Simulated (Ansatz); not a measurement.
# TaSi (model structure, started from the NbAs type, I4₁md, No. 109, 4 atoms in the cell)

All values below come from r²SCAN in Ansatz (PAW).

Settings: plane-wave cutoff 560 eV, 22×22×22 k mesh, Fermi–Dirac smearing 0.05 eV, scalar-relativistic PAW data made under PBE.

Cell (relaxed at this level):

```xyz
4
Lattice="-1.6986 1.6986 5.8640 1.6986 -1.6986 5.8640 1.6986 1.6986 -5.8640" Properties=species:S:1:pos:R:3 pbc="T T T"
Ta     0.0000     0.0000     5.8724
Ta     1.6986     0.0000     2.9404
Si     0.0000     0.0000    10.7343
Si     0.0000     1.6986     1.9384
```

- band gap: zero (no gap)
- bulk modulus B0: 176 GPa

Note: the bulk modulus is −V dP/dV from two relaxed cells at ±2 % in volume; the relaxation could raise the start's symmetry but not lower it, so the cell can be a saddle point.

Spin–orbit coupling is not included; it can open a gap where bands touch, and shift volumes and moduli.

Cost on a shared machine: around 25 core-minutes (rough).

A model structure was made by putting elements into a prototype or built by hand; it is no filed structure, need not be a known phase, and can be a saddle point held by its symmetry.

Ansatz is a quantum-chemistry and plane-wave program.
